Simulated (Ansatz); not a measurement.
Density of states of Hf (P6_3/mmc, 4 atoms in the cell).

```yaml
crystal:
  lattice:
    - [3.12075, 0.00000, 0.00000]
    - [-1.56037, 2.70264, 0.00000]
    - [0.00000, 0.00000, 10.04102]
  atoms:
    - { symbol: Hf, position: [0.00000, 0.00000, 0.00000] }
    - { symbol: Hf, position: [0.00000, 0.00000, 0.50000] }
    - { symbol: Hf, position: [0.33333, 0.66667, 0.25000] }
    - { symbol: Hf, position: [0.66667, 0.33333, 0.75000] }
```

Level of theory: PBE (plane waves, PAW; Ansatz, a quantum-chemistry and plane-wave program).

SCF settings: basis.ecutwfc = 420 eV; kpoints.mp_grid.grid = 8 8 3; hamiltonian.xc = pbe; hamiltonian.pseudopotentials = {kind: paw} (the program's default PAW files); scf.occupations.method = cold; scf.occupations.width = 0.1 eV. Keys of the DOS step: output.dos.nscf_kmesh.grid = 12 12 5; output.dos.method = {smearing: {sigma: 0.3}} eV.

The starting cell was generated: these elements placed on a structure prototype, without a prior relaxation; it need not be a known phase or ordering of this composition. Its lattice was rescaled by a random factor within 2.5 % of one. Spin-orbit coupling is off.

Total DOS (both spins), as means of the tabulated values in each energy bin; the zero is the program's Fermi level or highest filled level, and the curve is cut to this window:

(E (eV), states/eV/cell): (-7.88, 0.00); (-7.62, 0.02); (-7.38, 0.08); (-7.12, 0.15); (-6.88, 0.22); (-6.62, 0.30); (-6.38, 0.33); (-6.12, 0.38); (-5.88, 0.51); (-5.62, 0.53); (-5.38, 0.55); (-5.12, 0.65); (-4.88, 0.86); (-4.62, 0.91); (-4.38, 0.94); (-4.12, 1.39); (-3.88, 1.98); (-3.62, 2.41); (-3.38, 2.64); (-3.12, 3.02); (-2.88, 3.07); (-2.62, 3.06); (-2.38, 3.12); (-2.12, 3.12); (-1.88, 3.58); (-1.62, 4.13); (-1.38, 4.24); (-1.12, 4.14); (-0.88, 4.08); (-0.62, 4.19); (-0.38, 4.55); (-0.12, 4.90); (0.12, 5.43); (0.38, 5.59); (0.62, 4.96); (0.88, 4.22)

Around zero the curve holds about 5.2 states/eV/cell.

Keys are those of Ansatz 0.2.
